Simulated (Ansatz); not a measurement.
TiAl3 (I4/mmm, No. 139) was calculated with revPBE (PAW; Ansatz, a first-principles code).

Run with plane-wave cutoff 520 eV, 20×20×20 k mesh, Fermi–Dirac smearing 0.05 eV, no spin polarisation, scalar-relativistic PAW data made under PBE.

Cell (relaxed at this level):

```cif
data_Al6Ti2
_chemical_formula_sum 'Ti2 Al6'
_space_group_name_H-M_alt 'I4/mmm'
_space_group_IT_number 139
_space_group_name_Hall '-I 4 2'
_cell_length_a 3.86766
_cell_length_b 3.86766
_cell_length_c 8.66247
_cell_angle_alpha 90.000
_cell_angle_beta 90.000
_cell_angle_gamma 90.000
loop_
_atom_site_label
_atom_site_type_symbol
_atom_site_symmetry_multiplicity
_atom_site_Wyckoff_symbol
_atom_site_fract_x
_atom_site_fract_y
_atom_site_fract_z
_atom_site_occupancy
Ti1 Ti 2 a 0.00000 0.00000 0.00000 1
Al1 Al 2 b 0.00000 0.00000 0.50000 1
Al2 Al 4 d 0.00000 0.50000 0.25000 1
```
(The calculation used a cell of 4 atoms; values per cell refer to that cell.)

Question: Give the computed bulk modulus B0 and pressure derivative B′ of the bulk modulus.

Answer: 
- bulk modulus B0 = 102 GPa
- pressure derivative B′ of the bulk modulus = 4.1

The run finds no gap.

Note: the bulk modulus comes from volumes at which shape and atoms were relaxed.

The computed numbers hold no vibrational or temperature effects.

Cost on a shared machine: very roughly 8 core-minutes.
